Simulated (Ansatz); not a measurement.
**What isotropic strain −1.24 % does to TiC**

The parent structure is TiC in the rock salt structure (space group Fm-3m, No. 225; a = 4.293 Å; relaxed with 0.1 eV smearing).

The change: an isotropic linear strain of −1.24 %; the atoms relax in the strained cell.

The values are results of PBEsol, PAW, 420 eV (Ansatz, a first-principles code; without spin-orbit coupling), earlier PAW set, not measurements. k-mesh 23×23×23 (Γ-centred); smearing 0.1 eV (Fermi–Dirac).

```tsv
quantity	base	changed	shift
volume per atom	9.89 Å³	9.53 Å³	-0.36 Å³
shortest interatomic distance	2.147 Å	2.120 Å	-0.027 Å
energy relative to the base (free energy F)	0 meV/atom	+12 meV/atom	+12 meV/atom
pressure	0.0 GPa	10.8 GPa	+10.8 GPa
band gap	zero	zero	–
```

Final structure:

```
CELL_PARAMETERS angstrom
      0.00000     2.11989     2.11989
      2.11989     0.00000     2.11989
      2.11989     2.11989     0.00000
ATOMIC_POSITIONS crystal
  C  0.00000 0.00000 0.00000
  Ti 0.50000 0.50000 0.50000
```

Cost of the whole job for the changed cell (relaxation, final SCF and bands): about 10 core-seconds (a rough figure).

No phonon test of stability was made. All final runs are without spin polarisation.
